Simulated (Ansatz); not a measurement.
The structure below was relaxed with Ansatz (an electronic-structure program) PBEsol, no spin-orbit coupling, earlier PAW set.

```xyz
2
Lattice="0.0000 2.6873 2.6873 2.6873 0.0000 2.6873 2.6873 2.6873 0.0000" Properties=species:S:1:pos:R:3 pbc="T T T"
P      0.0000     0.0000     0.0000
P      1.3436     1.3436     1.3436
```

Q: Find the space group and the Wyckoff positions.

A: Space group Fd-3m, origin choice 1 (No. 227); a = 5.375 Å, b = 5.375 Å, c = 5.375 Å, α = 90.00°, β = 90.00°, γ = 90.00°

| atom | site | symmetry | x | y | z |
|---|---|---|---|---|---|
| P | 8b | -43m | 0.5000 | 0.5000 | 0.5000 |

No phonon test of stability was made. The cell was made from Si by this change: Si → P; the result is a hypothetical phase, not in the database extracts checked.
